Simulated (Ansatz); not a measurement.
CsPbBr3 under a change: pressure 5 GPa

Base system: CsPbBr3 in the cubic perovskite structure (space group Pm-3m, No. 221; a = 6.0028 Å).

Now apply this change: a hydrostatic pressure of 5 GPa.

Calculations: plane-wave PAW DFT at the PBE level (Ansatz, a quantum-chemistry and plane-wave program, 420 eV), spin-orbit coupling left out. k-mesh 6×6×6 (Γ-centred); smearing 0.05 eV (Fermi–Dirac).

The volume per atom falls by 7.05 Å³, from 43.26 Å³ to 36.21 Å³ and the density increases by 0.87 g/cm³ to 5.32 g/cm³. The lattice parameter a decreases by 0.346 Å to 5.657 Å and the enthalpy H = E + PV relative to the base's energy amounts to +1.22 eV/atom. The band gap drops by 0.79 eV to 0.99 eV and the gap character stays direct at R. The width of the top valence band grows by 1.242 eV, from 1.66 eV to 2.91 eV and the electron mass (degenerate bands, along [100]) goes from 0.091, 0.84, 0.84 mₑ (at R) to 0.058, 0.65, 0.65 mₑ (at R). The hole mass changes from 0.18 mₑ (at R) to 0.085 mₑ (at R) and the valley order (the lowest conduction-band minima on the path, energy above the VBM, named in the base's zone) goes from R along ⟨111⟩ 1.78 eV; Γ 3.29 eV to R along ⟨111⟩ 0.99 eV; Γ 2.37 eV.

Final structure:

```yaml
crystal:
  lattice:
    - [5.65697, 0.00000, 0.00000]
    - [0.00000, 5.65697, 0.00000]
    - [0.00000, 0.00000, 5.65697]
  atoms:
    - { symbol: Cs, position: [0.00000, 0.00000, 0.00000] }
    - { symbol: Pb, position: [0.50000, 0.50000, 0.50000] }
    - { symbol: Br, position: [0.50000, 0.00000, 0.50000] }
    - { symbol: Br, position: [0.00000, 0.50000, 0.50000] }
    - { symbol: Br, position: [0.50000, 0.50000, 0.00000] }
```

With Pb present, leaving out spin-orbit coupling can change the band edges. Load acts through the strain it causes; cell and atoms are relaxed under it. Masses are band curvatures over ±0.01 Å⁻¹ around the edge. No phonon test of stability was made. No other phases were tried under pressure. Many cubic perovskites are stable only at high temperature; tilts and polar distortions were not tested. This is not the structure that CsPbBr3 has at room temperature and ambient pressure.
